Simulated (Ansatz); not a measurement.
We consider corundum Ga2O3 (metastable phase), described by r²SCAN+rVV10 (plane waves, PAW; Ansatz, a first-principles code).

Settings: plane-wave cutoff 560 eV, 8×8×8 k mesh, Fermi–Dirac smearing 0.01 eV, scalar-relativistic PAW data made under PBE.

The cell is scaled about its equilibrium volume:

Shape and atoms are relaxed at each volume.

```tsv
V (Å³/atom)	P (GPa)	direct gap at Γ (eV)	smallest gap on the k mesh (eV)	c (Å)
9.194	10.64	4.345	4.075	13.178
9.385	5.02	4.095	3.840	13.291
9.577	-0.01	3.853	3.612	13.400
9.768	-4.54	3.621	3.391	13.508
9.960	-8.60	3.397	3.179	13.613
```

The fundamental gap (3.59 eV at the equilibrium volume, with added k points) lies elsewhere than Γ–Γ.

Note: the bulk modulus comes from volumes at which shape and atoms were relaxed.

Spin–orbit coupling is not included.
